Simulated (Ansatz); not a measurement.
We consider zinc-blende LiCl (model structure), described by HSE06 in Ansatz (PAW).

Numerical settings: plane-wave cutoff 500 eV, 8×8×8 k mesh, gaussian smearing 0.02 eV, scalar-relativistic PAW data made under PBE.

Cell (relaxed at this level):

Space group F-43m (No. 216); a = 5.4800 Å, b = 5.4800 Å, c = 5.4800 Å, α = 90.00°, β = 90.00°, γ = 90.00°

| atom | site | symmetry | x | y | z |
|---|---|---|---|---|---|
| Li | 4a | -43m | 0.0000 | 0.0000 | 0.0000 |
| Cl | 4d | -43m | 0.7500 | 0.7500 | 0.7500 |
(The calculation used a cell of 2 atoms; values per cell refer to that cell.)

Estimate the band gap that the calculation returns.


* **band gap**: 7.36 eV (on the SCF k mesh)

Note: the relaxation could raise the start's symmetry but not lower it, so the cell can be a saddle point.

Computing time: about 6 core-minutes (a rough figure).

A model structure was made by putting elements into a prototype or built by hand; it is no filed structure, need not be a known phase, and can be a saddle point held by its symmetry.

Ansatz is an electronic-structure program.
